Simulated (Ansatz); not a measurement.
The parent structure is CdSe in the wurtzite structure (space group P6_3mc, No. 186; a = 4.383 Å, c = 7.154 Å). Axes: x lies along a and z along c of the hexagonal cell.

Method: PBE (Ansatz, a quantum-chemistry and plane-wave program), scalar-relativistic without spin-orbit coupling.

Strains are applied to the cell and any free atomic positions relax.

One change was made to it. Results:

The valence-band top at Γ (three highest levels, from the VBM) becomes 0.00, 0.00, -0.02 eV (base: 0.00, 0.00, -0.04 eV); the shortest interatomic distance decreases by 0.005 Å to 2.677 Å; the energy hardly moves; the gap character is still direct at Γ; the band gap increases by 0.023 eV, from 0.54 eV to 0.57 eV.

Q: Which of these changes matches the shifts?
A) uniaxial strain ε_zz = −2.40 %
B) uniaxial strain ε_zz = −3.00 %
C) uniaxial strain ε_zz = −0.60 %

A: C, uniaxial strain ε_zz = −0.60 %. For comparison, the valence-band top at Γ in the other runs: uniaxial strain ε_zz = −2.40 % gives 0.00, -0.04, -0.04 eV; uniaxial strain ε_zz = −3.00 % gives 0.00, -0.06, -0.06 eV.

Whether these cells are dynamically stable was not tested.
